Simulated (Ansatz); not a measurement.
Base system: CdS in the zinc blende structure (space group F-43m, No. 216).

```xyz
2
Lattice="0.0000 2.8783 2.8783 2.8783 0.0000 2.8783 2.8783 2.8783 0.0000" Properties=species:S:1:pos:R:3 pbc="T T T"
Cd     0.0000     0.0000     0.0000
S      1.4392     1.4392     1.4392
```

Cartesian axes are those of the cell as printed.

Level of theory: DFT with LDA, PAW potentials and a 420 eV plane-wave cutoff in Ansatz (a program for electronic structure), scalar-relativistic without spin-orbit coupling.

Before the change:

Pressure: 0.0 kbar
Band gap: 0.95 eV

Now apply this change: the cell is stretched by 2.50 % along z with no lateral relaxation, atoms relaxed at fixed cell.

### Question
What does the calculation give for the pressure, energy relative to the base and band gap after the change?

### Answer
The pressure (mean of the normal stresses, compression positive) goes from zero to -16.1 kbar; the energy rises by 3.7 meV/atom; the band gap decreases by 0.08 eV, from 0.95 eV to 0.87 eV.

The cells carry an imposed strain or load. No phonon test of stability was made.
